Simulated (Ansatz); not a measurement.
Levels about the gap of amorphous Zr20O43Y2 (65 atoms in a cell of 790 Å³, 5.65 g/cm³; zone centre alone, so wide bands show as single levels with stretches between that a denser mesh fills), at the geometry that PBE relaxed, where it gives 0.0 GPa on a denser mesh. The participation number counts the atoms over which a state spreads; weights are charges in smoothed Voronoi cells. The levels come from a single point, so bond lengths are those of that geometry. Method of the levels: PBE, scalar-relativistic without spin-orbit coupling (Ansatz, a first-principles code). Sampling: the zone centre alone; Fermi-Dirac width 0.02 eV; no spin polarisation. At PBE the levels at the filled edge of the gap are localised (band-tail or defect states).

Preparation: random packing, a CHGNet melt and quench, and a DFT relaxation. O atoms were pushed apart under 1.9 Å during the dynamics, to hinder bonds among them. The hot cell started wider than the set density and was brought back towards it in steps. It is the lowest in DFT energy of 2 quenches. It is a model cell: composition and starting density were chosen by hand, and all elements were melted together. No dispersion term was used. Its density started from a set value of 5.28 and ended at 5.65 g/cm³. The simulated quench (nominally 300 K/ps over its main leg) is rapid and tends to freeze in more defects than a deposited or slowly cooled glass has. One small periodic cell is one sample of the glass; other quenches scatter about these values. The volume was free in the relaxation, at fixed shape. Stress components on the final sampling reach 2.0 GPa. On a 2×2×2 Γ-centred mesh force components of up to 0.13 eV/Å stay, since the relaxation ran on the zone centre alone.

```tsv
E - E(highest filled), eV	filling	participation number	largest on	weight O	weight Zr	weight Y
-0.43	filled	26.2	O, 4 neighbours	0.94	0.05	0.00
-0.42	filled	30.0	O, 3 neighbours	0.94	0.05	0.00
-0.33	filled	18.2	O, 3 neighbours	0.94	0.05	0.00
-0.16	filled	20.1	O, 3 neighbours	0.94	0.05	0.00
-0.13	filled	21.2	O, 3 neighbours	0.95	0.05	0.00
0.00	filled	13.2	O, 3 neighbours	0.94	0.06	0.00
0.00	filled	11.9	O, 3 neighbours	0.94	0.06	0.00
3.37	empty	14.1	Zr, 7 neighbours	0.37	0.61	0.02
3.54	empty	23.6	Zr, 6 neighbours	0.35	0.64	0.01
3.66	empty	19.1	Zr, 7 neighbours	0.36	0.64	0.01
3.69	empty	21.9	Zr, 7 neighbours	0.34	0.66	0.01
3.78	empty	26.6	Zr, 7 neighbours	0.33	0.66	0.01
3.87	empty	27.7	Zr, 7 neighbours	0.33	0.66	0.01
3.91	empty	24.5	Zr, 7 neighbours	0.33	0.66	0.01
```

Most localised among these is the filled level at +0.00 eV, on a O atom, which has 3 neighbours (Zr 2.08 Å, Zr 2.08 Å, Zr 2.12 Å).
